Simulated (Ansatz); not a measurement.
Consider GaAs in the zinc blende structure (space group F-43m, No. 216; a = 5.6656 Å). Axes: x, y, z lie along the cube axes.

Computed with r2SCAN (Ansatz, an electronic-structure program), no SOC, earlier PAW set.

Before the change:

| Property | Value |
|---|---|
| Band gap | 0.97 eV |
| Electron mass | 0.051 mₑ (at Γ) |
| Pressure | 0.00 GPa |

Perturbation: the cell is stretched by 1.28 % along y with no lateral relaxation; the atoms relax in the strained cell.

Problem. How does this affect the band gap, electron mass and pressure?

Solution. The band gap decreases by 0.13 eV to 0.84 eV; the electron mass changes from 0.051 mₑ (at Γ) to 0.048 mₑ along y, 0.046 mₑ across (at Γ); the pressure (mean of the normal stresses, compression positive) goes from zero to -0.89 GPa.

Effective masses come from finite differences of ±0.01 Å⁻¹. Gaps are Kohn–Sham eigenvalue differences; semilocal functionals usually give less than the measured gap. No phonon test of stability was made.
